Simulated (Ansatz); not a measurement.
# SiO2, pressure series

Base system: SiO₂ (space group P3_121, No. 152; a = 4.949 Å, c = 5.442 Å).

Cell and atoms are relaxed at each pressure.

All numbers come from DFT with PBEsol, PAW potentials and a 420 eV plane-wave cutoff in Ansatz (a quantum-chemistry and plane-wave program), without spin-orbit coupling.

```json
[
 {"change": "base", "smallest direct gap": "6.03 eV", "lattice parameter a": "4.949 Å", "gap character": "indirect, K → Γ", "band gap": "5.72 eV"},
 {"change": "pressure −2 GPa", "smallest direct gap": "5.75 eV", "lattice parameter a": "5.096 Å", "gap character": "indirect, M → Γ", "band gap": "5.50 eV"},
 {"change": "pressure −1 GPa", "smallest direct gap": "5.98 eV", "lattice parameter a": "5.013 Å", "gap character": "indirect, K → Γ", "band gap": "5.64 eV"},
 {"change": "pressure 3 GPa", "smallest direct gap": "6.15 eV", "lattice parameter a": "4.811 Å", "gap character": "indirect, K → Γ", "band gap": "5.92 eV"},
 {"change": "pressure 30 GPa", "smallest direct gap": "6.89 eV", "lattice parameter a": "4.254 Å", "gap character": "indirect, M → Γ", "band gap": "6.69 eV"}
]
```

Load acts through the strain it causes; cell and atoms are relaxed under it. Stability against distortions was not tested. Competing high-pressure phases were not computed.
